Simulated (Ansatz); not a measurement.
# Pressure series in GaAs

Start from GaAs in the zinc blende structure (space group F-43m, No. 216).

```yaml
crystal:
  lattice:
    - [0.00000, 2.83335, 2.83335]
    - [2.83335, 0.00000, 2.83335]
    - [2.83335, 2.83335, 0.00000]
  atoms:
    - { symbol: As, position: [0.75000, 0.75000, 0.75000] }
    - { symbol: Ga, position: [0.00000, 0.00000, 0.00000] }
```

Cell and atoms are relaxed at each pressure.

The values are results of r2SCAN/PAW in Ansatz (a first-principles code), spin-orbit coupling left out, not measurements.

Notes on the quantities. hole mass: degenerate bands, along [100].

```json
[
 {"change": "base", "band gap": "0.96 eV", "gap character": "direct at Γ", "density": "5.28 g/cm³", "hole mass": "0.050, 0.34, 0.34 mₑ (at Γ)", "shortest interatomic distance": "2.454 Å"},
 {"change": "pressure −2 GPa", "band gap": "0.73 eV", "gap character": "direct at Γ", "density": "5.13 g/cm³", "hole mass": "0.040, 0.35, 0.35 mₑ (at Γ)", "shortest interatomic distance": "2.478 Å"},
 {"change": "pressure −1 GPa", "band gap": "0.85 eV", "gap character": "direct at Γ", "density": "5.21 g/cm³", "hole mass": "0.045, 0.35, 0.35 mₑ (at Γ)", "shortest interatomic distance": "2.465 Å"},
 {"change": "pressure 1.8 GPa", "band gap": "1.15 eV", "gap character": "direct at Γ", "density": "5.41 g/cm³", "hole mass": "0.059, 0.33, 0.33 mₑ (at Γ)", "shortest interatomic distance": "2.435 Å"},
 {"change": "pressure 4.2 GPa", "band gap": "1.38 eV", "gap character": "direct at Γ", "density": "5.56 g/cm³", "hole mass": "0.068, 0.32, 0.32 mₑ (at Γ)", "shortest interatomic distance": "2.412 Å"},
 {"change": "pressure 9 GPa", "band gap": "1.56 eV", "gap character": "indirect, Γ → Γ–X (87 % along)", "density": "5.83 g/cm³", "hole mass": "0.084, 0.30, 0.30 mₑ (at Γ)", "shortest interatomic distance": "2.374 Å"},
 {"change": "pressure 18 GPa", "band gap": "1.41 eV", "gap character": "indirect, Γ → Γ–X (87 % along)", "density": "6.25 g/cm³", "hole mass": "0.10, 0.28, 0.28 mₑ (at Γ)", "shortest interatomic distance": "2.319 Å"},
 {"change": "pressure 30 GPa", "band gap": "1.23 eV", "gap character": "indirect, Γ → X", "density": "6.72 g/cm³", "hole mass": "0.12, 0.25, 0.25 mₑ (at Γ)", "shortest interatomic distance": "2.264 Å"},
 {"change": "pressure 45 GPa", "band gap": "1.03 eV", "gap character": "indirect, Γ → X", "density": "7.21 g/cm³", "hole mass": "0.14, 0.23, 0.23 mₑ (at Γ)", "shortest interatomic distance": "2.212 Å"},
 {"change": "pressure 60 GPa", "band gap": "0.85 eV", "gap character": "indirect, Γ → X", "density": "7.62 g/cm³", "hole mass": "0.15, 0.21, 0.21 mₑ (at Γ)", "shortest interatomic distance": "2.171 Å"}
]
```

Load acts through the strain it causes; cell and atoms are relaxed under it. Masses are band curvatures over ±0.01 Å⁻¹ around the edge. No phonon test of stability was made. Measured, GaAs leaves this structure (for a Cmcm phase) near 15 GPa (room temperature; as listed in arXiv:1906.07825).
